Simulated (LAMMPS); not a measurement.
Consider a melt made from Au (fcc), 4000 atoms, at 1740 K and 5 GPa, brought to that temperature within a few picoseconds in molecular dynamics.

Computed with classical MD, pair style eam, the elements' _u3.eam files (universal-3 set of Foiles, Baskes and Daw) (LAMMPS).

**Question.** Give the state found, the enthalpy per atom, the coordination number, the self-diffusion coefficient of Au (not corrected for cell size) as this potential yields it.

**Answer.** state found: liquid; enthalpy per atom: -2.7905 ± 0.0002 eV/atom; coordination number: 12.9 (counted to 3.86 Å); self-diffusion coefficient of Au (not corrected for cell size): (4.11 ± 0.08) × 10^-5 cm²/s.

Caution: a run this short can hold a crystal over, or a liquid under, the potential's own melting point, which these runs don't give.
